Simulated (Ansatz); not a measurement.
# Worked example: self-consistent single point of Mg (R-3m, 3 atoms in the cell) in Ansatz

Level of theory: LDA (PW92), default PAW files made with PBE (plane waves; Ansatz, a quantum-chemistry and plane-wave program).

The input file:

Ansatz 0.2 input:
```yaml
# Mg
crystal:
  lattice:
    - [1.587917, 0.916784, 7.676777]
    - [-1.587917, 0.916784, 7.676777]
    - [0.000000, -1.833569, 7.676777]
  atoms:
    - { symbol: Mg, position_ang: [0.000000, 0.000000, 0.000000] }
    - { symbol: Mg, position_ang: [-0.000000, -0.000000, 5.111190] }
    - { symbol: Mg, position_ang: [0.000000, -0.000001, 17.919141] }
basis:
  ecutwfc: 420.0
kpoints:
  mp_grid:
    grid: [12, 12, 12]
hamiltonian:
  xc: lda
  pseudopotentials:
    kind: paw
scf:
  occupations:
    method: gaussian
    width: 0.1
output:
  forces: true
  eigenvalues: true
  stress: true
```

The program printed (abridged):

```
WARN ansatz: RAYON_NUM_THREADS=1 ignored (pool sized by the plan → 1); use --threads N
basis.fft_grid_basis auto: the FFT boxes are laid along the combinations [[1, 0, -1], [0, 1, -1], [0, 0, 1]] of the cell's own vectors, 3.176, 3.176 and 7.893 …
Pseudopotentials: kind: paw
Pseudopotential: Mg, paw, valence charge 10
Crystal: 3 atoms, lattice volume = 67.054 Å³
Basis set: ecut = 420 eV, 1291 PW (Γ), FFT grids on a1−a3, a2−a3, a3
Bands: 19, of which v1, the nominal top of the filled ones, is band 15 counted from 1 (14 counted from 0)
Symmetry: 12 space group operations
Space group: R-3m (ITA 166), of the structure as read, at distance tolerance 4.1e-5 Å
k-points: 189 of 1728
PAW frozen core: Mg, regenerated for the run's functional, and the local potential with it
Initial density: superposition of atomic densities (neutral atoms: chi_scale 0, normalization atom), corrected by the library's trained network
Initial wavefunctions: pseudopotential atomic-orbital guess
Eigensolver: davidson
Functional: x = slater, c = lda
SCF iter   1: F=—  HF=-5704.804869 eV  |F-HF|=—  |Δ(HF+E_count)|=         —  Δρ=6.31e-3  dr2=1.13e-2  ethr=1.77e-3  ⟨swp⟩=5.1  Hψ=15682  notcnv=0
all-band conjugate gradients solve this SCF's bands
preconditioner: auto → Kerker (q_TF=auto, 2.386 Å⁻¹)
SCF iter   2: F=—  HF=-5704.793183 eV  |F-HF|=—  |Δ(HF+E_count)|=   1.17e-2  Δρ=2.53e-3  dr2=2.97e-3  ethr=3.75e-5  ⟨swp⟩=2.0  Hψ=7499  notcnv=0
SCF iter   3: F=—  HF=-5704.792355 eV  |F-HF|=—  |Δ(HF+E_count)|=   8.28e-4  Δρ=6.81e-4  dr2=5.58e-4  ethr=9.90e-6  ⟨swp⟩=2.1  Hψ=5562  notcnv=0
SCF iter   4: F=—  HF=-5704.792304 eV  |F-HF|=—  |Δ(HF+E_count)|=   5.07e-5  Δρ=1.00e-4  dr2=5.52e-6  ethr=1.86e-6  ⟨swp⟩=1.5  Hψ=3721  notcnv=0
SCF iter   5: F=—  HF=-5704.792305 eV  |F-HF|=—  |Δ(HF+E_count)|=   7.21e-7  Δρ=3.91e-5  dr2=6.77e-7  ethr=1.84e-8  ⟨swp⟩=2.0  Hψ=6389  notcnv=0
SCF iter   6: F=-5704.792304 eV  HF=-5704.792304 eV  |F-HF|=3.59e-8  |Δ(HF+E_count)|=   4.63e-7  Δρ=6.03e-6  dr2=4.33e-8  ethr=3.33e-10  ⟨swp⟩=5.7  Hψ=14938  notcnv=0
SCF 1 converged in 6 iterations: F = -5704.792304 eV  dr2 = 4.33e-8
SCF converged after 6 iterations
Free energy (F): -5704.792304 eV
Harris-Foulkes:  -5704.792304 eV  (|F-HF|=3.59e-8)
Internal energy: -5704.785599 eV  (E = F + TS)
E sigma→0 (E₀):  -5704.788952 eV
Entropy (-TS):   -0.006705 eV (-2.235 meV/atom)
Fermi energy:    5.646727 eV
--- Per-component energies (eV) ---
  E_band       = -1067.130671
  E_kinetic    = 226.035614
  E_local      = -4829.316990  (includes V_loc(G=0)·N_el)
  E_nonlocal   = 289.901758
  E_hartree    = 1721.584523
  E_xc         = -84.807929
  E_vxc        = -110.250428  (∫ρ·V_xc dr)
  E_paw        = -814.090053  (= ΣΔE_a)
  E_vpaw       = -86.665518  (= ΣTr[D̂ρ^β])
  E_aug_tail   = 0.000001  (compensation charges beyond the density's cutoff)
  E_ewald      = -2214.543962
  E_core_change = 0.451438  (= ΣΔE_core)
  E_smearing   = -0.006705  (= −TS)
  E_closure    = -0.000000  (closes the sum)
  Σ components = -5704.792304   (vs F -5704.792304, Δ=0.00e0)
--- Forces (eV/Å), atoms counted from 1 ---
  atom   1  Mg     0.00000000     0.00000000     0.00000000
  atom   2  Mg     0.00000000    -0.00000000     0.00864733
  atom   3  Mg     0.00000000     0.00000000    -0.00864733
  max |Σ_I F_I| component: 1.73e-18 eV/Å
--- Stress (GPa, compression-positive) ---
       -1.169455       0.000000       0.000000
        0.000000      -1.169455       0.000000
        0.000000       0.000000      -1.181818
  P = ⅓ Tr σ = -1.1736 GPa (-11.736 kbar)
  The stress holds the Pulay correction. Without it, at fixed plane waves, as pw.x and ABINIT print it: P = -1.1767 GPa
--- Band table (eV; the first three rows and the last of 189) ---
  k-point 0: bands = ["-69.6233", "-69.6205", "-69.6204", "-37.0601", "-37.0591", "-37.0354", "-37.0354", "-37.0352", "-37.0352", "-37.0314", "-37.0309", "-37.0309", "-1.3557", "1.1635", "1.1814", "8.4193", "8.4262", "16.8339", "16.8339"]
  k-point 1: bands = ["-69.6231", "-69.6205", "-69.6203", "-37.0603", "-37.0583", "-37.0372", "-37.0363", "-37.0359", "-37.0356", "-37.0328", "-37.0317", "-37.0312", "-1.2149", "1.1705", "1.4472", "8.2851", "8.8030", "14.5712", "15.3827"]
  k-point 2: bands = ["-69.6225", "-69.6202", "-69.6199", "-37.0602", "-37.0574", "-37.0416", "-37.0395", "-37.0378", "-37.0374", "-37.0369", "-37.0327", "-37.0321", "-0.7942", "1.4416", "1.9914", "8.3808", "9.4088", "12.0353", "13.0029"]
  k-point 188: bands = ["-69.6224", "-69.6223", "-69.6196", "-37.0690", "-37.0410", "-37.0407", "-37.0367", "-37.0367", "-37.0324", "-37.0324", "-37.0323", "-37.0323", "-0.7276", "-0.7048", "4.0318", "4.4712", "13.5329", "13.5503", "16.6841"]
```

The run converged in 6 iterations.

The starting cell comes from a database of computed structures (which also holds hypothetical and non-ambient phases and stackings), without a prior relaxation at this level. Its lattice was rescaled by up to half a per cent. Ansatz's pressure includes its estimate of the finite-basis (Pulay) stress.
